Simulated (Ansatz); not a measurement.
Reference: TaC (Fm-3m), PBEsol, DFPT electron-phonon coupling, linearised Boltzmann equation (plane waves, PAW, scalar-relativistic; Ansatz, an electronic-structure program); axes and stresses refer to this cell.

```
TaC
1.0
    0.00000     2.21978     2.21978
    2.21978     0.00000     2.21978
    2.21978     2.21978     0.00000
Ta C
1 1
Direct
  0.00000   0.00000   0.00000
  0.50000   0.50000   0.50000
```

* **logarithmic mean phonon energy**: 23 meV
* **mean free path at 300 K**: 4.7 nm
* **resistivity at 300 K**: 15.0 μΩ·cm

Task: Change: functional LDA. What happens to logarithmic mean phonon energy, mean free path at 300 K, resistivity at 300 K?

Result: logarithmic mean phonon energy moves little, to 23 meV; mean free path at 300 K moves little, to 4.8 nm; resistivity at 300 K moves little, to 14.7 μΩ·cm.

Task: Change: hydrostatic pressure 30 GPa. What happens to logarithmic mean phonon energy, mean free path at 300 K, resistivity at 300 K?

Result: logarithmic mean phonon energy rises to 28 meV; mean free path at 300 K increases to 6.6 nm; resistivity at 300 K falls to 10.3 μΩ·cm.

Metals; harmonic phonons alone scatter; means over directions. The mean free path is weighted by the current that each state carries. Halving the electron mesh moves these values by up to 8 %; q meshes are mostly untested. Spin-orbit coupling is left out unless a row names it. Stresses and pressures are the targets of the relaxation.  The structure type is held under load, also where the real crystal would transform.
